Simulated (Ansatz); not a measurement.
Mg₂Rh (I4/mmm, No. 139, 3 atoms in the cell; start mp-12693), treated with LDA (Ansatz, a first-principles code, plane waves, PAW).

Numerical settings: plane-wave cutoff 520 eV, 24×24×24 k mesh, Fermi–Dirac smearing 0.05 eV, no spin polarisation, scalar-relativistic PAW data made under PBE.

Cell (relaxed at this level):

```cif
data_Mg2Rh
_chemical_formula_sum 'Mg2 Rh1'
_space_group_name_H-M_alt 'P 1'
_space_group_IT_number 1
_cell_length_a 5.40440
_cell_length_b 5.40440
_cell_length_c 5.40440
_cell_angle_alpha 146.274
_cell_angle_beta 146.274
_cell_angle_gamma 48.439
loop_
_space_group_symop_operation_xyz
  'x, y, z'
loop_
_atom_site_label
_atom_site_type_symbol
_atom_site_fract_x
_atom_site_fract_y
_atom_site_fract_z
_atom_site_occupancy
Mg1 Mg 0.64385 0.64385 0.00000 1
Mg2 Mg 0.35615 0.35615 0.00000 1
Rh1 Rh 0.00000 0.00000 0.00000 1
```

Give the computed bulk modulus.


bulk modulus: 63.5 GPa

Note: the run has no spin polarisation, so it can have missed a magnetic state; the bulk modulus is −V dP/dV from two relaxed cells at ±2 % in volume; the relaxation could not lower the start's symmetry, so the cell can be a saddle point above a distorted one.

The computed numbers hold no vibrational or temperature effects.

Computing time: around 7 core-minutes (rough).

A start named mp-… is a Materials Project structure, which need not be a measured phase.
